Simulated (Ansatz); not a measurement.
# Nb: pressure 50 GPa

The reference is Nb in the bcc (W type) structure (space group Im-3m, No. 229; a = 3.2713 Å).

Now apply this change: cell and atoms relaxed at a pressure of 50 GPa.

Method: Ansatz (a first-principles code) PBEsol, without spin-orbit coupling. Γ-centred 20×20×20 mesh, Fermi–Dirac width 0.05 eV.

```tsv
quantity	base	changed	shift
volume per atom	17.50 Å³	14.44 Å³	-3.06 Å³
shortest interatomic distance	2.833 Å	2.657 Å	-0.176 Å
enthalpy H = E + PV relative to the base's energy	–	+4.92 eV/atom	–
band gap	zero	zero	–
```

Load acts through the strain it causes; cell and atoms are relaxed under it. Stability against distortions was not tested. Competing high-pressure phases were not computed. All final runs are without spin polarisation.
